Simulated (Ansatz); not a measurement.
Amorphous Ti₂₀O₄₂Sn, 63 atoms at 3.73 g/cm³, one PBE-relaxed geometry, zone centre. Methods: PBE, scalar-relativistic without spin-orbit coupling (Ansatz, a program for electronic structure); r2SCAN, scalar-relativistic without spin-orbit coupling (Ansatz); HSE06, scalar-relativistic without spin-orbit coupling (Ansatz). Plane waves to 420 eV (r2SCAN 500 eV); exact exchange is cut at the cell's faces. At PBE the levels at the filled edge of the gap are localised (band-tail or defect states). All rungs ran without spin polarisation.

It comes from a melt-quench run on a machine-learned potential (CHGNet), relaxed afterwards by DFT. O atoms were pushed apart under 1.9 Å during the dynamics, to hinder bonds among them. The hot cell started wider than the set density and was brought back towards it in steps. It is the lowest in DFT energy of 2 quenches. It is a model cell: composition and starting density were chosen by hand, and all elements were melted together. No dispersion term was used. Its density started from a set value of 3.73 and ended at 3.73 g/cm³. The simulated quench (nominally 240 K/ps over its main leg) is rapid and tends to freeze in more defects than a deposited or slowly cooled glass has. A cell of this size samples the disorder only roughly. The volume was held where the preparation left it and the shape relaxed, at a PBE pressure of -0.3 GPa (tension). On a 2×2×2 Γ-centred mesh force components of up to 0.17 eV/Å stay, since the relaxation ran on the zone centre alone.

The relaxation ran on the zone centre alone. At PBE the level gap is 2.69 eV on a 2×2×2 Γ-centred mesh, and the spacing at the zone centre alone 2.72 eV.

**Question.** What zone-centre spacing does r2SCAN give, roughly?

**Answer.** 3.09 eV (+0.36 eV against PBE).

**Question.** What zone-centre spacing does HSE06 give, roughly?

**Answer.** 4.29 eV (+1.57 eV against PBE).

The highest filled and the lowest empty state spread over these numbers of atoms (participation numbers): PBE: 8.8 and 18.8; r2SCAN: 8.8 and 17.9; HSE06: 9.9 and 19.9.
